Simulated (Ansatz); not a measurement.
# Smallest direct gap on the k points sampled of SrLaAlO4 (I4mm, No. 107, 7 atoms in the cell; start mp-1218184) at several levels of theory

No measured value is used here.

**Question.** Put these levels in order of the smallest direct gap on the k points sampled that they give for SrLaAlO4 (I4mm, No. 107, 7 atoms in the cell; start mp-1218184), smallest first: HSE06+SOC (Ansatz, a quantum-chemistry and plane-wave program), LDA (Ansatz), r²SCAN0 (Ansatz).

**Answer.** LDA (3.19 eV), HSE06+SOC (4.75 eV), r²SCAN0 (5.86 eV)

At these levels the smallest gap is indirect and lower: HSE06+SOC 4.55, LDA 2.98, r²SCAN0 5.63 eV. Computed values are for a static lattice. Spin–orbit coupling is included only where a level's name says +SOC; with heavier elements it mostly lowers gaps and can invert bands.  Values are at the PBEsol cell. Cutoffs and k meshes differ between the levels. Ansatz's density-functional and Hartree–Fock values are scalar-relativistic unless marked +SOC, with PAW data made under PBE.

A start named mp-… is a Materials Project structure, which need not be a measured phase.
